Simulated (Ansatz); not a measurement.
The parent structure is RbBr in the rock salt structure (space group Fm-3m, No. 225; a = 6.8433 Å). Axes: x, y, z lie along the cube axes.

Modification: the cell is compressed by 2.00 % along z with no lateral relaxation; the atoms relax in the strained cell.

Method: PBEsol in Ansatz (plane waves to 420 eV, PAW, no spin-orbit coupling).

### Question
Give the band edges at the high-symmetry points of the new zone, measured from its valence-band maximum.

### Answer
```csv
point,valence edge (eV),conduction edge (eV)
Γ,0.00,4.25
X,-0.16,5.46
P,-0.39,7.03
N,-0.40,6.71
M,-0.20,5.44
S,-0.30,6.13
S₀,-0.30,6.13
R,-0.36,6.83
G,-0.36,6.83
```

The gap is 4.25 eV, direct at Γ.

Stability against distortions was not tested. Labels are those of the standard path for the cell's own space group.

Ansatz is a program for electronic structure.
